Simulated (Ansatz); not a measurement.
The parent structure is Al₂Cu (space group Fm-3m, No. 225; a cell from a computed database, its experimental status unchecked; relaxed with 0.1 eV smearing).

```yaml
crystal:
  lattice:
    - [0.00000, 2.86348, 2.86348]
    - [2.86348, 0.00000, 2.86348]
    - [2.86348, 2.86348, 0.00000]
  atoms:
    - { symbol: Al, position: [0.25000, 0.25000, 0.25000] }
    - { symbol: Al, position: [0.75000, 0.75000, 0.75000] }
    - { symbol: Cu, position: [0.50000, 0.50000, 0.50000] }
```

Cartesian axes are those of the cell as printed.

Calculations: Ansatz (a first-principles code) PBEsol, no spin-orbit coupling, earlier PAW set.

Strains are applied to the cell and any free atomic positions relax; under biaxial strain the out-of-plane vector relaxes too.

One change was made to it. Results:

| quantity | base | after |
|---|---|---|
| volume per atom | 15.65 Å³ | 15.55 Å³ |
| energy relative to the base (free energy F) | 0 meV/atom | +0.5 meV/atom |

Task: Name the change that was made.
A. biaxial strain −2.71 %, plane normal [110], relaxed out of plane
B. strain tensor (xx, yy, zz, yz, xz, xy) = (−0.63, +0.38, +0.41, −0.35, −0.70, +0.89) %
C. biaxial strain −0.53 %, plane normal [001], relaxed out of plane

Result: C, biaxial strain −0.53 %, plane normal [001], relaxed out of plane. For comparison, the energy relative to the base in the other runs: strain tensor (xx, yy, zz, yz, xz, xy) = (−0.63, +0.38, +0.41, −0.35, −0.70, +0.89) % gives +2.2 meV/atom; biaxial strain −2.71 %, plane normal [110], relaxed out of plane gives +17 meV/atom.

Whether these cells are dynamically stable was not tested. The base started in I4/mmm and relaxed to Fm-3m at this level. The final runs are not spin-polarised.
